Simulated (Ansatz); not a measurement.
We look at the formation energy of 2 O_i in W (bcc, Im-3m). Reaction: 16 W (bcc) + O2 (gas) → cell A.

Cell A: a supercell of 16 sites of W (bcc, Im-3m) with two times O off the lattice sites (4 W at 1.95 Å); the closest two of these centres are 4.5 Å apart; spin state with PBE: run without spin, k-point mesh 7×7×7.
```
CELL_PARAMETERS angstrom
      6.36741     0.00000     0.00000
      0.00000     6.36741     0.00000
      0.00000     0.00000     6.36741
ATOMIC_POSITIONS crystal
  W  0.00149 0.99202 0.00000
  W  0.25000 0.23509 0.27201
  W  0.99851 0.99201 0.50000
  W  0.25000 0.23509 0.72799
  W  0.97800 0.51490 0.00000
  W  0.25000 0.75799 0.24851
  W  0.02201 0.51491 0.50000
  W  0.25000 0.75799 0.75149
  W  0.49851 0.99202 0.00000
  W  0.75000 0.23510 0.22800
  W  0.50149 0.99201 0.50000
  W  0.75000 0.23510 0.77200
  W  0.52200 0.51490 0.00000
  W  0.75000 0.75798 0.25149
  W  0.47799 0.51491 0.50000
  W  0.75000 0.75798 0.74851
  O  0.25000 0.37498 0.00000
  O  0.75000 0.37502 0.50000
```

Reference: W (bcc, Im-3m), 16 atoms in the cell, a perfect crystal on lattice vectors that match the other cells'; spin state with PBE: run without spin, k-point mesh 7×7×7 on the run's own vectors.

Reference: an isolated O2 molecule (triplet) in a box of 11 × 11 × 13 Å.

Computed with Ansatz (plane waves, PAW), its default PAW set, cutoff 420 eV. The structures are at rest with PBE, within the held lattices. Neutral cells; Fermi-Dirac smearing of at most 0.10 eV in the solids, energies taken to zero width. A dispersion term (D3(BJ), or D4 for r2SCAN) was computed beside these levels and is taken off wherever the name lacks it. Nuclei at rest; no vibrational terms. The structures are the rest points that the relaxations reached, not proven lowest. The runs are scalar-relativistic, without spin-orbit coupling. The d electrons get no Hubbard U. Values are for these cell sizes. The cell is small for its defects, so this is an ordered compound on the host's lattice rather than an isolated defect. Cell A has symmetry P-42m and got no random move, so less symmetric positions, which may lie lower, weren't tried.

Question: Estimate the value that PBE returns for this input.

Answer: 2.11 eV, for 16 W (bcc) + O2 (gas) → cell A.

Ansatz is a program for electronic structure.
